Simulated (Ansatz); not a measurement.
Base system: ZnS in the wurtzite structure (space group P6_3mc, No. 186; a = 3.782 Å, c = 6.208 Å). Axes: x lies along a and z along c of the hexagonal cell.

All numbers come from Ansatz (a quantum-chemistry and plane-wave program) PBEsol, no spin-orbit coupling.

Base values:

The shortest interatomic distance is 2.319 Å and the valence-band top at Γ comes out as 0.00, 0.00, -0.09 eV. The electron mass is 0.16 mₑ along c, 0.18 mₑ across (at Γ).

The change: uniaxial strain ε_zz = +0.60 %, all other strain components held at zero; the atoms relax in the strained cell.

Question: How does this affect the shortest interatomic distance, valence-band top at Γ and electron mass?

Answer: The shortest interatomic distance grows by 0.004 Å to 2.323 Å; the valence-band top at Γ (three highest levels, from the VBM) changes from 0.00, 0.00, -0.09 eV to 0.00, 0.00, -0.12 eV; the electron mass changes from 0.16 mₑ along c, 0.18 mₑ across (at Γ) to 0.15 mₑ along z, 0.18 mₑ across (at Γ).

The levels and masses belong to the bands next to the band gap. Effective masses come from finite differences of ±0.01 Å⁻¹. Stability against distortions was not tested.
